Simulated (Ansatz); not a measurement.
The starting structures come from a database of crystals and need not be the phases stable at ambient conditions.

 Where the default PAW files enter, the runs use the earlier of Ansatz's two default sets.

Consider the following.

```
ZrO2
1.0
    3.38795     0.00000     0.00000
    0.00000     5.63274     0.00000
    0.00000     0.00000     6.58922
Zr O
4 8
Direct
  0.75000   0.75154   0.10842
  0.25000   0.24846   0.89158
  0.25000   0.74846   0.60842
  0.75000   0.25154   0.39158
  0.25000   0.97802   0.34076
  0.75000   0.02198   0.65924
  0.75000   0.52198   0.84076
  0.25000   0.47802   0.15924
  0.25000   0.86074   0.92350
  0.75000   0.13926   0.07650
  0.75000   0.63926   0.42350
  0.25000   0.36074   0.57650
```

Space group of this cell: Pnma. The cell is taken as given; by r2SCAN its mean pressure is -9.1 GPa.

The current runs along the normal of the first two printed vectors. All runs by Ansatz (an electronic-structure program), plane waves and PAW, without spin-orbit coupling; the base is r2SCAN.

```csv
run,mean pressure (GPa),gap (eV),mid-gap κ (1/Å)
base,-9.1,3.37,0.432
all lengths scaled by 0.98,7.6,3.52,0.449
all lengths scaled by 1.02,-21.7,3.21,0.415
lda in place of r2scan,-18.3,?,?
"lengths across the current scaled by 0.98, ions clamped",1.5,3.45,0.436
"lengths across the current scaled by 1.02, ions clamped",-17.7,3.28,0.427
"lengths along the current scaled by 0.97, ions clamped",-0.8,?,?
"lengths along the current scaled by 1.03, ions clamped",-15.8,?,?
pbesol in place of r2scan,-12.4,2.82,0.391
```

Q: What belongs in the gaps?

A: 
- lda in place of r2scan, gap (eV): 2.81
- lda in place of r2scan, mid-gap κ (1/Å): 0.393
- lengths along the current scaled by 0.97, ions clamped, gap (eV): 3.48
- lengths along the current scaled by 0.97, ions clamped, mid-gap κ (1/Å): 0.451
- lengths along the current scaled by 1.03, ions clamped, gap (eV): 3.27
- lengths along the current scaled by 1.03, ions clamped, mid-gap κ (1/Å): 0.413
